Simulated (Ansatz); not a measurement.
Base system: ZrS2 in the CdI2 type structure (space group P-3m1, No. 164; a = 3.5781 Å, c = 5.5398 Å; layered, stacked along the Cartesian z axis).

The change: a free-standing slab of 1 layer (3 atoms, 3 a layer) is cut normal to the stacking axis, with 15 Å of vacuum and the in-plane cell relaxed.

Levels (all Ansatz, a quantum-chemistry and plane-wave program, PAW): PBEsol-D3(BJ) (420 eV, no spin-orbit coupling); r2SCAN (500 eV, no SOC); HSE06 (420 eV, no SOC).

At the geometry relaxed with PBEsol-D3(BJ), these levels gave the following band gaps, in shuffled order: (a) 0.94 eV, (b) 1.80 eV, (c) 1.33 eV.

Q: Match each gap to its level.

A: (a) PBEsol-D3(BJ); (b) HSE06; (c) r2SCAN.

Single points use the geometry relaxed with PBEsol-D3(BJ). HSE06 gaps are upper bounds (no full band path). Stability against distortions was not tested.
